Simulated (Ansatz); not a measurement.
## Cu3Au, pressure series

Take Cu3Au in the Cu3Au type structure (space group Pm-3m, No. 221; a = 3.781 Å) as the base.

Cell and atoms are relaxed at each pressure.

Levels (all Ansatz, a quantum-chemistry and plane-wave program, PAW): PBE (420 eV, spin-orbit coupling left out); PBEsol (420 eV, no SOC).

The base cell above is that of PBE; each level relaxes its own structures.

```tsv
case	volume per atom, PBE	volume per atom, PBEsol
pressure −2 GPa	13.71 Å³	12.96 Å³
pressure −1 GPa	13.61 Å³	12.88 Å³
pressure 3 GPa	13.24 Å³	___
pressure 7 GPa	12.93 Å³	___
pressure 15 GPa	12.41 Å³	___
pressure 30 GPa	11.69 Å³	___
pressure 50 GPa	10.99 Å³	10.66 Å³
pressure 75 GPa	10.36 Å³	10.09 Å³
pressure 100 GPa	9.88 Å³	9.64 Å³
```

### Question
Some entries are withheld; estimate them.

### Answer

- pressure 3 GPa, volume per atom, PBEsol: 12.59 Å³
- pressure 7 GPa, volume per atom, PBEsol: 12.33 Å³
- pressure 15 GPa, volume per atom, PBEsol: 11.90 Å³
- pressure 30 GPa, volume per atom, PBEsol: 11.28 Å³

PBE lies above PBEsol in every row, by 0.24 Å³ to 0.75 Å³. They put the cases in the same order.

Load acts through the strain it causes; cell and atoms are relaxed under it. No phonon test of stability was made. Competing high-pressure phases were not computed. All final runs are without spin polarisation.
